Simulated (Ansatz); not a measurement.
Where the default PAW files enter, the runs use the earlier of Ansatz's two default sets.

Tunnelling through a barrier is set by its complex band structure: the current falls as exp(−2κd) with the smallest κ.

Here is the system:

```xyz
10
Lattice="3.1085 0.0000 0.0000 1.5543 6.2630 0.0000 0.0000 1.4118 5.7634" Properties=species:S:1:pos:R:3 pbc="T T T"
Ga     1.5543     2.9571     3.9495
Ga     3.1085     4.7177     1.8139
Ga     3.1085     1.4230     1.1827
Ga     1.5543     6.2519     4.5807
O      3.1085     7.2683     4.2841
O      1.5543     0.4066     1.4792
O      3.1085     2.7883     2.5173
O      1.5543     4.8866     3.2461
O      1.5543     4.3566     0.6291
O      3.1085     3.3183     5.1343
```

Space group of this cell: C2/m. The cell is strained (all lengths scaled by 1.02); by r2SCAN its mean pressure is -12.2 GPa.

Transport runs along the normal of the first two printed cell vectors.

The gap is the functional's own. No spin-orbit coupling. Mid-gap values are interpolated on the energy grid.

Predict the band gap and the smallest decay constant κ at mid-gap from r2SCAN in Ansatz (a program for electronic structure).

Gap 2.41 eV on a 10×10×6 mesh; κ = 0.199 1/Å, at the zone centre.
